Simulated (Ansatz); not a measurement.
System: GaN (model structure, started from the BeO type, P4₂/mnm, No. 136, 8 atoms in the cell). Method: r²SCAN (Ansatz, a first-principles code, plane waves, PAW).

Numerical settings: plane-wave cutoff 560 eV, 6×6×10 k mesh (along the axes of the cell as run), Fermi–Dirac smearing 0.01 eV, scalar-relativistic PAW data made under PBE.

Cell (relaxed at this level):

```xyz
8
Lattice="5.4679 0.0000 0.0000 0.0000 5.4679 0.0000 0.0000 0.0000 3.1826" Properties=species:S:1:pos:R:3 pbc="T T T"
Ga     1.7544     3.7135     0.0000
Ga     3.7135     1.7544     0.0000
Ga     4.4884     4.4884     1.5913
Ga     0.9795     0.9795     1.5913
N      1.7343     1.7343     0.0000
N      3.7336     3.7336     0.0000
N      0.9997     4.4682     1.5913
N      4.4682     0.9997     1.5913
```

Question: Give the computed band gap and bulk modulus.

Answer: 
* **band gap**: 2.35 eV (on the SCF k mesh)
* **bulk modulus**: 183 GPa

Note: the bulk modulus is −V dP/dV from two relaxed cells at ±2 % in volume; the relaxation could raise the start's symmetry but not lower it, so the cell can be a saddle point.

Spin–orbit coupling is not included.

Computing time: roughly 4 core-minutes.

A model structure was made by putting elements into a prototype or built by hand; it is no filed structure, need not be a known phase, and can be a saddle point held by its symmetry.
